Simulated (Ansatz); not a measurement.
SiO2 (P6₃22, No. 182, 12 atoms in the cell; start mp-559091; a measured phase of this formula has another space group) was calculated with LDA (Ansatz, a first-principles code, PAW).

Numerical settings: plane-wave cutoff 520 eV, 12×12×4 k mesh (along the axes of the cell as run), Fermi–Dirac smearing 0.01 eV, scalar-relativistic PAW data made under PBE.

Cell (relaxed at this level):

```cif
data_O8Si4
_chemical_formula_sum 'Si4 O8'
_space_group_name_H-M_alt 'P6322'
_space_group_IT_number 182
_space_group_name_Hall 'P 6c 2c'
_cell_length_a 5.00901
_cell_length_b 5.00901
_cell_length_c 8.54226
_cell_angle_alpha 90.000
_cell_angle_beta 90.000
_cell_angle_gamma 120.000
loop_
_atom_site_label
_atom_site_type_symbol
_atom_site_symmetry_multiplicity
_atom_site_Wyckoff_symbol
_atom_site_fract_x
_atom_site_fract_y
_atom_site_fract_z
_atom_site_occupancy
Si1 Si 4 f 0.33333 0.66667 0.06297 1
O1 O 6 g 0.00000 0.41052 0.00000 1
O2 O 2 c 0.33333 0.66667 0.25000 1
```

Task: Predict the band gap.

Result: 
- band gap = 5.42 eV (on the SCF k mesh)

Note: the relaxation could not lower the start's symmetry, so the cell can be a saddle point above a distorted one.

Static lattice: no zero-point or thermal effects.

It cost very roughly 3 core-minutes of CPU time.

A start named mp-… is a Materials Project structure, which need not be a measured phase.
